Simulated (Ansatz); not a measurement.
By PBEsol, the system below comes out a metal.

Without scattering a metal conducts by its projected Fermi surface.

Here is the system:

```
CELL_PARAMETERS angstrom
      2.76534     0.00000     0.00000
      0.00000     4.47358     0.00000
      1.38267     0.00000     2.39485
ATOMIC_POSITIONS crystal
  Re 0.33333 0.75000 0.33333
  Re 0.66667 0.25000 0.66667
```

Space group of this cell: P6_3/mmc, hcp (Mg type). The cell is taken as given; by PBEsol its mean pressure is -6.6 GPa.

The current flows along the normal of the first two printed cell vectors, the (100) plane of the conventional cell. No spin-orbit coupling; the value is a mean over 0.1 eV about the Fermi level.

Estimate the ballistic conductance per area that PBEsol in Ansatz (an electronic-structure program) returns for this system.

1.1 × 10¹⁵ S/m² for both spins.
